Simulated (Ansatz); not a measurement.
Ansatz (a quantum-chemistry and plane-wave program) run on Ti6O (P-31m, 7 atoms in the cell): self-consistent single point.

Level of theory: PBEsol, PAW files made with PBE (plane waves; Ansatz).

The change in words: lattice scaled by 0.98. Reference geometry:
```
Ti6O
1.0
    5.10479     0.00000     0.00000
   -2.55240     4.42088     0.00000
    0.00000     0.00000     4.73055
Ti O
6 1
Cartesian
  1.70719   2.95695   1.23340
  0.84520   1.46393   3.49715
  1.69040   0.00000   1.23340
  3.41439   0.00000   3.49715
 -0.84520   1.46393   1.23340
 -1.70719   2.95695   3.49715
  0.00000   0.00000   0.00000
```

Reference input (self-consistent single point, DFT, PBEsol, plane waves, PAW files made with PBE): kpoints.mp_grid.grid = 5 5 5; hamiltonian.xc = pbesol; hamiltonian.pseudopotentials = {kind: paw} (the program's default PAW files); scf.occupations.method = gaussian; scf.occupations.width = 0.05 eV. This run's input differs from it in these lines:

```diff
@@ -3,5 +3,5 @@
   lattice:
-    - [5.104790, 0.000000, 0.000000]
-    - [-2.552395, 4.420878, 0.000000]
-    - [0.000000, 0.000000, 4.730550]
+    - [5.002694, 0.000000, 0.000000]
+    - [-2.501347, 4.332460, 0.000000]
+    - [0.000000, 0.000000, 4.635939]
   atoms:
```

Output, abridged:

```
SCF iter   1: F=—  HF=-15413.871076 eV  |F-HF|=—  |Δ(HF+E_count)|=         —  Δρ=1.37e-1  dr2=3.05e1  ethr=3.10e-3  ⟨swp⟩=6.5  Hψ=3190  notcnv=0
all-band conjugate gradients solve this SCF's bands
preconditioner: auto → Resta (q_TF=auto, 2.616 Å⁻¹)
SCF iter   2: F=—  HF=-15408.624031 eV  |F-HF|=—  |Δ(HF+E_count)|=    5.25e0  Δρ=3.88e-2  dr2=3.51e0  ethr=3.10e-3  ⟨swp⟩=3.7  Hψ=1820  notcnv=0  defer=30
   [... lines left out ...]
SCF iter   6: F=—  HF=-15407.659340 eV  |F-HF|=—  |Δ(HF+E_count)|=   5.14e-4  Δρ=2.55e-4  dr2=4.98e-5  ethr=3.28e-6  ⟨swp⟩=2.0  Hψ=1190  notcnv=0  defer=38
SCF iter   7: F=—  HF=-15407.659288 eV  |F-HF|=—  |Δ(HF+E_count)|=   5.20e-5  Δρ=3.46e-5  dr2=1.19e-6  ethr=6.39e-8  ⟨swp⟩=2.0  Hψ=1137  notcnv=0  defer=38
SCF iter   8: F=—  HF=-15407.659288 eV  |F-HF|=—  |Δ(HF+E_count)|=   2.64e-7  Δρ=1.13e-5  dr2=1.08e-7  ethr=1.28e-10  ⟨swp⟩=12.8  Hψ=4224  notcnv=0
SCF iter   9: F=-15407.659288 eV  HF=-15407.659288 eV  |F-HF|=3.50e-9  |Δ(HF+E_count)|=   2.86e-8  Δρ=2.89e-6  dr2=6.50e-9  ethr=1.28e-10  ⟨swp⟩=4.0  Hψ=2585  notcnv=0
SCF 1 converged in 9 iterations: F = -15407.659288 eV  dr2 = 6.50e-9
Free energy (F): -15407.659288 eV
Internal energy: -15407.654178 eV  (E = F + TS)
E sigma→0 (E₀):  -15407.656733 eV
Entropy (-TS):   -0.005110 eV (-0.730 meV/atom)
Fermi energy:    14.495146 eV
--- Forces (eV/Å), atoms counted from 1 ---
  atom   1  Ti    -0.08049591    -0.13942301    -0.04732927
  atom   2  Ti     0.08049591     0.13942301     0.04732927
  atom   3  Ti     0.16099183     0.00000000    -0.04732927
  atom   4  Ti    -0.16099183    -0.00000000     0.04732927
  atom   5  Ti    -0.08049591     0.13942301    -0.04732927
  atom   6  Ti     0.08049591    -0.13942301     0.04732927
  atom   7  O     -0.00000000     0.00000000     0.00000000
--- Stress (GPa, compression-positive) ---
        4.872754       0.000000      -0.000000
        0.000000       4.872754       0.000000
       -0.000000       0.000000       4.879179
  P = ⅓ Tr σ = 4.8749 GPa (48.749 kbar)
  The stress holds the Pulay correction. Without it, at fixed plane waves, as pw.x and ABINIT print it: P = 4.7631 GPa
```

The run converged in 9 iterations. Against the reference run the free energy stays essentially unchanged (within 1 meV/atom), the pressure goes from -4.21 to 4.87 GPa and the largest force goes from 0.107 to 0.168 eV/Å.

The starting cell comes from a database of computed structures (which also holds hypothetical and non-ambient phases and stackings), without a prior relaxation at this level. For this run, on top of that: lattice scaled by 0.98. Spin polarisation is off, so a magnetic state, if there is one, cannot be reached. With a pressure of about 5 GPa the cell is away from its equilibrium volume at this level. Ansatz's pressure includes its estimate of the finite-basis (Pulay) stress.

Keys are those of Ansatz 0.2.
